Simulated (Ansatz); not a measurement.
OH on the 1x1 (110) surface of zinc-blende InP (cut with top plane In + P), one in a 2x1 cell, energies for each (50.2 Å²). Energies are against H2O(g) − ½ H2(g), without zero-point or thermal terms; each row is named by its start. No converged result for: 1 more start.

Host crystal: zinc-blende InP, with a band gap (PBE, scalar-relativistic without spin-orbit coupling).

Method: PBE (plane waves to 420 eV, PAW; Ansatz, an electronic-structure program).

Set-up: 22 atoms, 8.9 Å thick at the start under the adsorbate (thin: gaps and levels are the slab's own); mesh 3x4x1; 0.01 eV smearing; dipole correction on; 8 atoms held, the rest relaxed; each run with such symmetry as its start has; spin-polarised, no spin-orbit, no U, no dispersion correction.

A negative adsorption energy means that the adsorbate is more stable on the surface than in its reference. Starts that drift may end in the same place. Heights count from the host atoms within 0.3 Å of the top one. Moments of ungapped slabs depend on the mesh.

```json
[
 {"starting site": "top In", "E_ads (eV)": "0.94", "height (Å)": "1.29", "nearest host atom (Å)": "In 2.04", "bonded to": "In", "change of the vacuum step (eV)": "0.11", "lateral drift (Å)": "1.8", "moment (μB)": "1.0"},
 {"starting site": "hollow In-In-P-P", "E_ads (eV)": "0.94", "height (Å)": "1.29", "nearest host atom (Å)": "In 2.04", "bonded to": "In", "change of the vacuum step (eV)": "0.11", "lateral drift (Å)": "2.1", "moment (μB)": "1.0"},
 {"starting site": "hollow beside P", "E_ads (eV)": "0.78", "height (Å)": "1.01", "nearest host atom (Å)": "P 1.68", "bonded to": "P", "change of the vacuum step (eV)": "-0.27", "lateral drift (Å)": "2.0", "moment (μB)": "0.8"},
 {"starting site": "bridge In-P (span 5.2 Å)", "E_ads (eV)": "0.94", "height (Å)": "1.29", "nearest host atom (Å)": "In 2.04", "bonded to": "In", "change of the vacuum step (eV)": "0.11", "lateral drift (Å)": "1.1", "moment (μB)": "1.0"}
]
```
